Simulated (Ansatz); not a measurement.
The starting structures come from a database of crystals and need not be the phases stable at ambient conditions.

 Where the default PAW files enter, the runs use the earlier of Ansatz's two default sets.

Tunnelling through a barrier is set by its complex band structure: the current falls as exp(−2κd) with the smallest κ.

Here is the system:

```xyz
2
Lattice="4.1261 0.0000 0.0000 0.0000 4.1261 0.0000 0.0000 0.0000 4.1261" Properties=species:S:1:pos:R:3 pbc="T T T"
Rb     0.0000     0.0000     0.0000
Br     2.0630     2.0630     2.0630
```

Space group of this cell: Pm-3m, CsCl type. The cell is taken as given.

Transport runs along the normal of the first two printed cell vectors, the (001) plane of the conventional cell.

No gap correction and no spin-orbit coupling; mid-gap values are interpolated between computed energies.

Problem. Give the band gap and the smallest decay constant κ at mid-gap that r2SCAN (Ansatz, a first-principles code) yields.

Solution. Gap 4.83 eV on a 8×8×8 mesh; κ = 0.323 1/Å, at the zone centre.
